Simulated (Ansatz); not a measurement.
## Equilibrium volume per atom of Ta2N (model structure, started from the Fe2P type, P-62m, No. 189, 9 atoms in the cell) at several levels of theory

No measured value is used here.

```csv
level (code),value (Å³/atom)
PBE (Ansatz),___
PBEsol (Ansatz),12.87
PBE-D3(BJ) (Ansatz),12.97
```

Q: Some entries are withheld; supply them.

A: 
- PBE (Ansatz, a program for electronic structure), value (Å³/atom): 13.34

Density-functional levels without +SOC have no spin–orbit coupling. Ansatz's density-functional and Hartree–Fock values are scalar-relativistic unless marked +SOC, with PAW data made under PBE.

A model structure was made by putting elements into a prototype or built by hand; it is no filed structure, need not be a known phase, and can be a saddle point held by its symmetry.
